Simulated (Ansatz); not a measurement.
The reference is BeS in the zinc blende structure (space group F-43m, No. 216; a = 4.869 Å). Axes: x, y, z lie along the cube axes.

All numbers come from r2SCAN/PAW in Ansatz (a program for electronic structure), no SOC.

For the base:

| Item | Value |
|---|---|
| Valence-band top at Γ | 0.00, 0.00, 0.00 eV |
| Electron mass | 0.79 mₑ along k, 0.29 mₑ across (at X) |

Now apply this change: tensile biaxial strain of 2.50 % in the plane normal to [001], as in epitaxy on a mismatched substrate; the out-of-plane cell vector and the atoms relax.

**Question.** How does this affect the out-of-plane strain, energy relative to the base, valence-band top at Γ and electron mass?

**Answer.** The out-of-plane strain comes out as -1.99 %; the energy increases by 9.5 meV/atom; the valence-band top at Γ (three highest levels, from the VBM) becomes 0.00, -0.22, -0.22 eV (base: 0.00, 0.00, 0.00 eV); the electron mass goes from 0.79 mₑ along k, 0.29 mₑ across (at X) to 0.75 mₑ along k, 0.30 mₑ across (at X).

The levels and masses belong to the bands next to the band gap. Masses are band curvatures over ±0.01 Å⁻¹ around the edge. Along k means along the line from Γ to the band edge. Stability against distortions was not tested.
